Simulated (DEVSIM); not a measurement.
Structure: abrupt Si n-p junction, at 300 K.

| layer (left to right) | material | thickness (μm) | Nd (cm⁻³) | Na (cm⁻³) | τn (s) | τp (s) |
|---|---|---|---|---|---|---|
| 1 | Si | 0.240 | 6.9e16 | - | 0.00011 | 0.00011 |
| 2 | Si | 0.980 | - | 1.1e17 | 0.00011 | 0.00011 |

Left contact: ohmic. Right contact: ohmic. Voltage is applied to the left contact. Recombination: SRH at mid-gap, Auger. Mobility is constant in doping.

The device is made up for the run: typed textbook-type constants, with dimensions and the other settings drawn at random. Values at 300 K.

| parameter | Si |
|---|---|
| gap (eV) | 1.124 |
| affinity (eV) | 4.05 |
| permittivity | 11.7 |
| Nc (cm⁻³) | 2.86e19 |
| Nv (cm⁻³) | 3.1e19 |
| μn (cm²/Vs) | 1417 |
| μp (cm²/Vs) | 470 |
| Cn (cm⁶/s) | 2.8e-31 |
| Cp (cm⁶/s) | 9.9e-32 |

Model (solved in DEVSIM): 1D drift-diffusion, Boltzmann statistics, complete ionisation; no tunnelling, impact ionisation, image-force lowering or self-heating.

**Question.** Give the dark reverse current.

**Answer.** 
| V (V) | J (A/cm²) |
|---|---|
| 0.04 | 2.4e-10 |
| 0.10 | 3.1e-10 |
| 0.20 | 3.3e-10 |
| 0.30 | 3.5e-10 |
| 0.40 | 3.7e-10 |
| 0.60 | 4.0e-10 |
| 0.80 | 4.4e-10 |
| 1.00 | 4.7e-10 |
| 1.30 | 5.4e-10 |
| 1.60 | 6.0e-10 |
| 2.00 | 7.2e-10 |
